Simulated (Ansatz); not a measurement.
Defect calculation: Al vacancy (V_Al) in wurtzite AlN

The numbers are results of PBE, PAW (plane waves to 420 eV; Ansatz, a quantum-chemistry and plane-wave program), not measurements. Cell: 192 sites, 4×2×3 repeats of a cell of 8 atoms; final energies on a 2×2×1 shifted mesh. Site at the start: the Al site. Finite-size correction: monopole term and site-potential alignment. Dielectric constants: PBE linear response of the host. Host gap at this level: 4.03 eV. Finite-size and sampling errors can reach tenths of an eV here. Levels are measured in PBE's own, too narrow, gap. Spin–orbit coupling is left out. Each state is the lowest found from its start.

Formation energies E_f are given with the Fermi level at the valence-band maximum. Chemical conditions: Al-rich (Δμ(Al) = 0.00 eV; only phases computed here count, gases as isolated molecules at 0 K); N-rich (Δμ(Al) = -2.74 eV; only phases computed here count, gases as isolated molecules at 0 K). Reference phases: Al: fcc Al.

Charges with a result: +1, 0, −1, −2, −3. Others weren't obtained, and one of them could lie lower, also by skipping a charge.

| charge | moment (μB) | largest move off a lattice site (Å) | image correction with alignment (eV) | E_f, Al-rich (eV) | E_f, N-rich (eV) | above the lowest spin state (eV) |
|---|---|---|---|---|---|---|
| +1† | 4.0 | 0.28 | 0.06 | – | – | 0.00 |
| +1† | not spin-polarised | 0.25 | 0.03 | – | – | 0.64 |
| 0 | 3.0 | 0.21 | 0.00 | 9.07 | 6.34 | 0.00 |
| 0 | 3.0 | 0.21 | 0.00 | 9.07 | 6.34 | 0.00 |
| −1† | 2.0 | 0.24 | 0.28 | – | – | 0.00 |
| −1† | not spin-polarised | 0.24 | 0.28 | – | – | 0.37 |
| −2 | 1.0 | 0.35 | 0.88 | 11.79 | 9.06 | 0.00 |
| −2 | 1.0 | 0.35 | 0.88 | 11.79 | 9.06 | 0.00 |
| −3 | not spin-polarised | 0.47 | 1.82 | 13.93 | 11.20 | 0.00 |

† Not settled in this cell, so no level is given: charge +1: a level filled in part, level within 0.1 eV of a band edge or past it; charge −1: a level filled in part.

Starting moments that weren't kept: charge +1 began with 2 μB and ended with 4.0; charge 0 began with 1 μB and ended with 3.0; charge −2 began with 3 μB and ended with 1.0.

Transition levels above the valence-band maximum: ε(−2/−3) = 2.14 eV. With a charge missing or unsettled, these needn't be thermodynamic levels.

Flagged in the runs: a host whose relaxation on this sampling wasn't shown to rest, a strain field that reaches the edge of the cell.

All states together cost roughly 6 core-hours.
